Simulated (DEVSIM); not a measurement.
Device: Ni/Si3N4/p-Ge capacitor, at 300 K.

| layer (left to right) | material | thickness (nm) | Na (cm⁻³) |
|---|---|---|---|
| 1 | Si3N4 | 3.10 | - |
| 2 | Ge | 8700 | 2.4e14 |

Metal gate on the left, work function 5.1 eV. Fixed charge at the semiconductor interface 0 cm⁻² (in units of +e); no interface traps.

Constants are typed, rounded textbook-type inputs, not results; the design itself was drawn at random and stands for no fabricated device. Values at 300 K.

```tsv
parameter	Si3N4	Ge
gap (eV)	5.1	0.664
affinity (eV)	2.1	4
permittivity	7.5	16
Nc (cm⁻³)	-	1.04e19
Nv (cm⁻³)	-	6e18
```

Simulated with DEVSIM: 1D Poisson equation in equilibrium, Boltzmann statistics, complete ionisation; no quantum confinement or tunnelling. Metal contacts follow the ideal Schottky-Mott rule: no Fermi-level pinning, no interface dipoles.

**Question.** Give the band bending (positive: bands bend down) and minority sheet density.

**Answer.** 
```
Vg (V)  ψs (V)  minority carriers (cm⁻²)
------  ------  ------------------------
0.35    -0.249                     1.5e9
0.5     -0.175                     1.5e9
0.65    -0.046                     1.5e9
0.8      0.101                     2.8e9
0.95     0.244                    8.2e10
1.1      0.347                    7.2e11
1.25     0.399                    2.0e12
```
